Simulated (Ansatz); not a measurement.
**Co: magnetic orders**

Base system: Co in the hcp (Mg type) structure (space group P6_3/mmc, No. 194; ferromagnetic).

```yaml
crystal:
  lattice:
    - [2.49392, 0.00000, 0.00000]
    - [-1.24696, 2.15980, 0.00000]
    - [0.00000, 0.00000, 4.03185]
  atoms:
    - { symbol: Co, position: [0.33333, 0.66667, 0.75000] }
    - { symbol: Co, position: [0.66667, 0.33333, 0.25000] }
```

Each order is relaxed in cell and atoms; arrows give the starting signs on the magnetic atoms.

Computed with Ansatz (a program for electronic structure), PBE, PAW, cutoff 420 eV, scalar-relativistic without spin-orbit coupling.

Notes on the quantities. energy relative to the base: σ→0; to 0.01 eV only: unlike meshes or grids.

```tsv
case	energy relative to the base	lattice parameter a
base	0.00 eV/atom	2.494 Å
non-magnetic	+0.22 eV/atom	2.455 Å
↑↓ start, q = (0, 0, 0), 2 atoms	0.00 eV/atom	2.494 Å
↑↓↓↑ start, q = (0, 1/2, 0), 4 atoms	+0.22 eV/atom	2.455 Å
```

The magnetic state is the one reached from the starting moments; the real material's order can differ, and small cells can't hold many antiferromagnetic ones. Whether these cells are dynamically stable was not tested. Seeded moments were not kept for ↑↓ start, q = (0, 0, 0), 2 atoms and ↑↓↓↑ start, q = (0, 1/2, 0), 4 atoms. Spin-polarised in the final run: base and ↑↓ start, q = (0, 0, 0), 2 atoms; the other runs are not.
